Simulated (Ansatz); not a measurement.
Consider CrAgSe2 (space group R3m, No. 160; ferromagnetic).

```
CELL_PARAMETERS angstrom
      1.84057     1.06265     6.89271
     -1.84057     1.06265     6.89271
      0.00000    -2.12531     6.89271
ATOMIC_POSITIONS crystal
  Cr 0.99961 0.99961 0.99961
  Ag 0.84995 0.84995 0.84995
  Se 0.72895 0.72895 0.72895
  Se 0.26570 0.26570 0.26570
```

Cartesian axes are those of the cell as printed.

All numbers come from PBEsol (Ansatz, an electronic-structure program), spin-orbit coupling left out.

Before the change:

```
Quantity               Value
-------------------  -------
Smallest direct gap  0.65 eV
```

The change: the symmetric strain tensor [0.0042 0.0006 -0.0038; 0.0006 0.0099 0.0095; -0.0038 0.0095 -0.0037], atoms relaxed at fixed cell.

Task: What happens to the energy relative to the base?

Result: The energy goes up by 1.3 meV/atom.

Task: Estimate the effect on the smallest direct gap.

Result: The smallest direct gap falls by 0.03 eV to 0.62 eV.

Other magnetic orders, which the real material may have, were not ruled out. Stability against distortions was not tested. The zero or small gap of CrAgSe2 under strain tensor (xx, yy, zz, yz, xz, xy) = (+0.42, +0.99, −0.37, +0.95, −0.38, +0.07) % can change with the level of theory.
